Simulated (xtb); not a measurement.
xtb 6.7.1, GFN2-xTB: Fc1c2ccccc2c(-c2sc(-c3cccs3)c3c2OCCO3)c2ccccc12, 44 atoms. The geometry is a generated start, not checked to be a minimum at this level.

```
Item                      Result
-----------------  -------------
run flags                 --grad
method                  GFN2-xTB
--acc                1 (default)
--etemp (K)        300 (default)
basis functions              143
valence electrons            142
```

One run each on 1 thread. Values of broydamp tried: 0.02, 0.05, 0.1, 0.2, 0.4 (default), 0.6, 0.8, 1.

How does the count of SCC iterations change with broydamp, and where is it least?

Fewest SCC iterations, within one of each other: 0.2 with 13, 0.4 (default) with 13, 0.6 with 13. The count rises to 20 at 0.02. All converge to one solution.

```json
[
 {"broydamp": "0.02", "SCC iterations": "20", "end": "same solution"},
 {"broydamp": "0.05", "SCC iterations": "17", "end": "same solution"},
 {"broydamp": "0.1", "SCC iterations": "15", "end": "same solution"},
 {"broydamp": "0.2", "SCC iterations": "13", "end": "same solution"},
 {"broydamp": "0.4 (default)", "SCC iterations": "13", "end": "same solution"},
 {"broydamp": "0.6", "SCC iterations": "13", "end": "same solution"},
 {"broydamp": "0.8", "SCC iterations": "15", "end": "same solution"},
 {"broydamp": "1", "SCC iterations": "16", "end": "same solution"}
]
```
